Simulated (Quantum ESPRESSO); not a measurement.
Worked example: self-consistent single point of Sb2O3 (Pccn, 20 atoms in the cell) in Quantum ESPRESSO.

Computed with LDA (PZ), GBRV 1.5 ultrasoft (LDA) pseudopotentials (plane waves; Quantum ESPRESSO).

```yaml
crystal:
  lattice:
    - [4.91695, 0.00000, 0.00000]
    - [0.00000, 12.26300, 0.00000]
    - [0.00000, 0.00000, 5.35205]
  atoms:
    - { symbol: Sb, position: [0.95853, 0.87261, 0.17776] }
    - { symbol: Sb, position: [0.04147, 0.12739, 0.82224] }
    - { symbol: Sb, position: [0.54147, 0.62739, 0.17776] }
    - { symbol: Sb, position: [0.45853, 0.37261, 0.82224] }
    - { symbol: Sb, position: [0.45853, 0.12739, 0.32224] }
    - { symbol: Sb, position: [0.54147, 0.87261, 0.67776] }
    - { symbol: Sb, position: [0.04147, 0.37261, 0.32224] }
    - { symbol: Sb, position: [0.95853, 0.62739, 0.67776] }
    - { symbol: O, position: [0.75000, 0.75000, 0.01533] }
    - { symbol: O, position: [0.25000, 0.25000, 0.98467] }
    - { symbol: O, position: [0.25000, 0.25000, 0.48467] }
    - { symbol: O, position: [0.75000, 0.75000, 0.51533] }
    - { symbol: O, position: [0.85086, 0.94201, 0.85249] }
    - { symbol: O, position: [0.14914, 0.05799, 0.14751] }
    - { symbol: O, position: [0.64914, 0.55799, 0.85249] }
    - { symbol: O, position: [0.35086, 0.44201, 0.14751] }
    - { symbol: O, position: [0.35086, 0.05799, 0.64751] }
    - { symbol: O, position: [0.64914, 0.94201, 0.35249] }
    - { symbol: O, position: [0.14914, 0.44201, 0.64751] }
    - { symbol: O, position: [0.85086, 0.55799, 0.35249] }
```

Reference input (self-consistent single point, DFT, PBEsol, plane waves, GBRV 1.5 ultrasoft (PBESOL) pseudopotentials): ecutwfc = 40 Ry; ecutrho = 200 Ry; occupations = smearing; smearing = fermi-dirac; degauss = 0.000734986 Ry; potentials = {Sb: sb_pbesol_v1.4.uspp.F.UPF, O: o_pbesol_v1.2.uspp.F.UPF}; K_POINTS = automatic 3 2 3 0 0 0; conv_thr = 1e-10 Ry. This run's input differs from it in these lines:

```diff
@@ -22,4 +22,4 @@
 ATOMIC_SPECIES
-Sb   121.7600  sb_pbesol_v1.4.uspp.F.UPF
-O     15.9990  o_pbesol_v1.2.uspp.F.UPF
+Sb   121.7600  sb_lda_v1.4.uspp.F.UPF
+O     15.9990  o_lda_v1.2.uspp.F.UPF
 ATOMIC_POSITIONS {angstrom}
```

Log, with long lists cut:

```
     Self-consistent Calculation

     iteration #  1     ecut=    40.00 Ry     beta= 0.70

     total energy              =   -1861.57148002 Ry
     estimated scf accuracy    <       6.07102669 Ry

     iteration #  2     ecut=    40.00 Ry     beta= 0.70

     total energy              =   -1862.74355084 Ry
     estimated scf accuracy    <       5.46336866 Ry

     iteration #  3     ecut=    40.00 Ry     beta= 0.70

     total energy              =   -1864.06674367 Ry
     estimated scf accuracy    <       0.45010208 Ry

   [... 7 blocks of this kind left out ...]

     iteration # 11     ecut=    40.00 Ry     beta= 0.70

     total energy              =   -1864.13769654 Ry
     estimated scf accuracy    <          1.7E-10 Ry

     iteration # 12     ecut=    40.00 Ry     beta= 0.70
     End of self-consistent calculation

     the Fermi energy is     8.6641 ev

!    total energy              =   -1864.13769654 Ry
     estimated scf accuracy    <          8.1E-12 Ry
     smearing contrib. (-TS)   =       0.00000000 Ry
     internal energy E=F+TS    =   -1864.13769654 Ry

     convergence has been achieved in  12 iterations

     Forces acting on atoms (cartesian axes, Ry/au):

     atom    1 type  1   force =     0.02417663   -0.00146499    0.01114870
     atom    2 type  1   force =    -0.02417663    0.00146499   -0.01114870
     atom    3 type  1   force =    -0.02417663    0.00146499    0.01114870
     atom    4 type  1   force =     0.02417663   -0.00146499   -0.01114870
     atom    5 type  1   force =     0.02417663    0.00146499   -0.01114870
   [... lines left out ...]

     Total force =     0.090468     Total SCF correction =     0.000015

          total   stress  (Ry/bohr**3)                   (kbar)     P=       22.05
   0.00012497   0.00000000   0.00000000           18.38        0.00        0.00
   0.00000000   0.00014457   0.00000000            0.00       21.27        0.00
   0.00000000   0.00000000   0.00018024            0.00        0.00       26.51

   JOB DONE.
```

The run converged in 12 iterations. Against the reference run the pressure goes from 5.37 to 2.21 GPa, the largest force goes from 0.991 to 0.686 eV/Å and the gap on the mesh goes from 2.022 to 2.038 eV.

The starting cell comes from a database of computed structures (which also holds hypothetical and non-ambient phases and stackings), without a prior relaxation at this level. Its lattice was rescaled by a random factor within 2.5 % of one. Spin-orbit coupling is off.

Cost on one core of a shared machine: roughly 6 min.
